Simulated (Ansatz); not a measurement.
YNbN3 (model structure, Pm-3m, No. 221, 5 atoms in the cell)

Method: r²SCAN (Ansatz, a program for electronic structure, plane waves, PAW).

Settings: plane-wave cutoff 560 eV, 14×14×14 k mesh, Fermi–Dirac smearing 0.05 eV, no spin polarisation, scalar-relativistic PAW data made under PBE.

Cell (relaxed at this level):

```xyz
5
Lattice="4.0319 0.0000 0.0000 0.0000 4.0319 0.0000 0.0000 0.0000 4.0319" Properties=species:S:1:pos:R:3 pbc="T T T"
Y      0.0000     0.0000     0.0000
Nb     2.0159     2.0159     2.0159
N      2.0159     2.0159     0.0000
N      2.0159     0.0000     2.0159
N      0.0000     2.0159     2.0159
```

- bulk modulus B0: 212 GPa

Note: the bulk modulus is −V dP/dV from two relaxed cells at ±2 % in volume; the relaxation could raise the start's symmetry but not lower it, so the cell can be a saddle point.

The computed numbers hold no vibrational or temperature effects.

A model structure was made by putting elements into a prototype or built by hand; it is no filed structure, need not be a known phase, and can be a saddle point held by its symmetry.
